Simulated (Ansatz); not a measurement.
Where the default PAW files enter, the runs use the earlier of Ansatz's two default sets.

# Evanescent states of TiO2 (P4_2/mnm, rutile, 6 atoms a cell, 10.4 Å³ an atom) along the normal of (001)

Level of theory: r2SCAN (plane waves, PAW; Ansatz, a quantum-chemistry and plane-wave program).

No gap correction and no spin-orbit coupling; mid-gap is the computed energy nearest the middle.

Energies count from the valence-band top; κ is the least over a 8×8 mesh across the current.

| E (eV) | κ (1/Å) | where |
|---|---|---|
| 0.06 | 0.223 | off Γ |
| 0.18 | 0.255 | Γ |
| 0.30 | 0.265 | Γ |
| 0.42 | 0.273 | Γ |
| 0.54 | … | Γ |
| 0.66 | … | Γ |
| 0.78 | … | Γ |
| 0.90 | … | Γ |
| 1.02 | … | Γ |
| 1.14 | … | Γ |
| 1.26 | … | Γ |
| 1.38 | … | Γ |
| 1.50 | … | Γ |
| 1.62 | … | Γ |
| 1.74 | 0.230 | Γ |
| 1.86 | 0.206 | Γ |
| 1.98 | 0.173 | Γ |
| 2.10 | 0.122 | Γ |

Question: Complete the blanks.

Answer: 
- 0.54, κ (1/Å): 0.279
- 0.66, κ (1/Å): 0.283
- 0.78, κ (1/Å): 0.286
- 0.90, κ (1/Å): 0.287
- 1.02, κ (1/Å): 0.286
- 1.14, κ (1/Å): 0.284
- 1.26, κ (1/Å): 0.279
- 1.38, κ (1/Å): 0.272
- 1.50, κ (1/Å): 0.261
- 1.62, κ (1/Å): 0.248
